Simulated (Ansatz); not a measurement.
Start from BP in the zinc blende structure (space group F-43m, No. 216; a = 4.537 Å).

The values are results of Ansatz (a program for electronic structure) r2SCAN, spin-orbit coupling left out, not measurements.

For the base:

| Property | Result |
|---|---|
| Gap character | indirect, Γ → Γ–X (83 % along) |
| Band gap | 1.41 eV |
| Smallest direct gap | 3.60 eV |
| Lattice parameter a | 453.7 pm |

Now apply this change: a hydrostatic pressure of 75 GPa.

### Question
What does the calculation give for the gap character, band gap, smallest direct gap and lattice parameter a after the change?

### Answer
The gap character becomes indirect, Γ → X (base: indirect, Γ → Γ–X (83 % along)); the band gap decreases by 0.50 eV to 0.91 eV; the smallest direct gap increases by 0.635 eV, from 3.60 eV to 4.24 eV; the lattice parameter a shrinks by 39.04 pm to 414.6 pm.

Load acts through the strain it causes; cell and atoms are relaxed under it. No phonon test of stability was made. Competing high-pressure phases were not computed.
